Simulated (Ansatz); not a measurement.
Data:

```yaml
crystal:
  lattice:
    - [0.00000, 3.73523, 3.73523]
    - [3.73523, 0.00000, 3.73523]
    - [3.73523, 3.73523, 0.00000]
  atoms:
    - { symbol: Sn, position: [0.00000, 0.00000, 0.00000] }
    - { symbol: Ca, position: [0.25000, 0.25000, 0.25000] }
    - { symbol: Ca, position: [0.75000, 0.75000, 0.75000] }
```

No spin polarisation.

Method: Ansatz (a program for electronic structure) PBEsol, no spin-orbit coupling. k-mesh 11×11×11 (Γ-centred); smearing 0.05 eV (Fermi–Dirac).

### Question
What is the computed gap character?

### Answer
Indirect, L → X.

### Question
What band gap does the calculation give?

### Answer
0.61 eV.

### Question
Estimate the space group.

### Answer
Fm-3m (No. 225).

### Question
Predict the electron mass.

### Answer
0.53 mₑ along k, 0.32 mₑ across (at X).

Masses are band curvatures over ±0.01 Å⁻¹ around the edge. Along k means along the line from Γ to the band edge. Stability against distortions was not tested. The cell was made from Mg2Sn by this change: Mg → Ca; the result is a model cell, its experimental status unchecked.
